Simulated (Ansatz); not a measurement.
GeSb₂Te₄ (R3m, No. 160, 7 atoms in the cell; start mp-1224350), treated with PBEsol (plane waves, PAW; Ansatz, a program for electronic structure).

Settings: plane-wave cutoff 520 eV, 10×10×10 k mesh, Fermi–Dirac smearing 0.01 eV, scalar-relativistic PAW data made under PBE.

Cell (relaxed at this level):

```
GeSb2Te4
1.0
    2.11711     1.22231    13.47338
   -2.11711     1.22231    13.47338
    0.00000    -2.44463    13.47338
Ge Sb Te
1 2 4
Direct
  0.42953   0.42953   0.42953
  0.57175   0.57175   0.57175
  0.00307   0.00307   0.00307
  0.13120   0.13120   0.13120
  0.86282   0.86282   0.86282
  0.28857   0.28857   0.28857
  0.71310   0.71310   0.71310
```

Problem. What does this level give for the band gap, direct gap at Γ and bulk modulus B0?

Solution. 
- band gap: 0.22 eV (on the SCF k mesh)
- direct gap at Γ: 0.54 eV
- bulk modulus B0: 39.6 GPa

Note: the relaxation could not lower the start's symmetry, so the cell can be a saddle point above a distorted one; the bulk modulus is −V dP/dV from two relaxed cells at ±2 % in volume.

Spin–orbit coupling is not included; it can close the smallest gap of 0.22 eV.

The computed numbers hold no vibrational or temperature effects.

Computing time: around 24 core-minutes (rough).

A start named mp-… is a Materials Project structure, which need not be a measured phase.
